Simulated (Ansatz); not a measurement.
**Hypothetical fluorite TeO2: alloy series**

The parent structure is TeO₂ in the fluorite structure (space group Fm-3m, No. 225; a = 5.324 Å; a hypothetical phase, not in the database extracts checked).

The other end (x = 1) is TeF2 in the fluorite structure (space group Fm-3m, No. 225; a hypothetical phase, not in the database extracts checked): 16.56 Å³/atom, gap zero; this end may not be an ambient phase.

F replaces a fraction x of O; each row is one arrangement (x, atoms in the cell, starting space group or random), fully relaxed.

Computed with PBEsol (Ansatz, a program for electronic structure; PAW; 420 eV plane waves; no spin-orbit coupling).

Notes on the quantities. mixing energy: to 0.01 eV only: unlike meshes or grids; against an end that may be hypothetical; deviation of the volume from the linear: Vegard-type) interpolation.

```csv
case,mixing energy,shortest interatomic distance,density,deviation of the volume from the linear
base,–,2.305 Å,7.03 g/cm³,–
"x(F) = 0.25, 6 atoms, P-4m2",-0.01 eV/atom,2.302 Å,6.65 g/cm³,-1.1 %
"x(F) = 0.5, 6 atoms, P4_2/mmc",+0.07 eV/atom,2.408 Å,6.30 g/cm³,-1.9 %
"x(F) = 0.5, 6 atoms, R-3m",-0.13 eV/atom,2.030 Å,6.08 g/cm³,+1.6 %
"x(F) = 0.75, 6 atoms, P-4m2",+0.02 eV/atom,2.392 Å,5.86 g/cm³,-0.5 %
```

Each cell is one ordered arrangement of few atoms, which overstates ordering effects compared with a random alloy. With Te present, leaving out spin-orbit coupling can change the band edges. Stability against distortions was not tested. The final runs are not spin-polarised. An odd electron count without spin: Te2O3F and Te2OF3. Te2OF3 has a high density of states at the Fermi level and may be magnetic at this level. The zero or small gap of TeF2 can change with the level of theory.
